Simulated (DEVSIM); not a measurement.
Schottky contact on n-type GaAs

System: Schottky contact on n-type GaAs, at 250 K.

| layer (left to right) | material | thickness (μm) | Nd (cm⁻³) | τn (s) | τp (s) |
|---|---|---|---|---|---|
| 1 | GaAs | 1.50 | 1.9e15 | 2.9e-8 | 2.9e-8 |

Left contact: Schottky, work function 4.65 eV, emission velocity 7.6e6 cm/s. Right contact: ohmic. Voltage is applied to the left contact. Recombination: SRH at mid-gap. Mobility is constant in doping.

This is a model device: material constants are rounded textbook-type values typed into the input, and sizes, dopings and lifetimes were drawn at random. Values at 300 K; Nc and Nv go as T^1.5, mobilities as T to minus their exponent, the gap by Varshni's rule with the affinity fixed.

```tsv
parameter	GaAs
gap (eV)	1.424
affinity (eV)	4.07
permittivity	12.9
Nc (cm⁻³)	4.7e17
Nv (cm⁻³)	9e18
μn (cm²/Vs)	8500
μp (cm²/Vs)	400
T exponent of μn	2.1
T exponent of μp	2.2
Varshni α (eV/K)	0.000541
Varshni β (K)	204
```

Model (solved in DEVSIM): 1D drift-diffusion, Boltzmann statistics, complete ionisation; no tunnelling, impact ionisation, image-force lowering or self-heating. Metal contacts follow the ideal Schottky-Mott rule: no Fermi-level pinning, no interface dipoles.

```json
{
  "potential_step_across_the_device_at_zero_bias": "0.467 V",
  "largest_field_in_the_device_at_zero_bias": "15000 V/cm",
  "Dark forward voltage at 1 A/cm²": "0.302 V",
  "Dark forward voltage at 100 A/cm²": "0.407 V"
}
```

Dark reverse current:

```tsv
V (V)	J (A/cm²)
-0.40	-8.6e-7
-1.00	-8.7e-7
-2.00	-8.7e-7
-3.00	-8.7e-7
-4.00	-8.7e-7
-6.00	-8.8e-7
-8.00	-8.8e-7
-10.00	-8.8e-7
-13.00	-8.8e-7
-16.00	-8.8e-7
-20.00	-8.8e-7
```

Small-signal capacitance in reverse bias (quasi-static):

| V (V) | C (nF/cm²) |
|---|---|
| -0.4 | 14.3 |
| -1 | 11.0 |
| -2 | 8.46 |
| -3 | 7.69 |
| -4 | 7.62 |
| -6 | 7.62 |
| -8 | 7.61 |
| -10 | 7.61 |
| -13 | 7.61 |
| -16 | 7.61 |
| -20 | 7.61 |
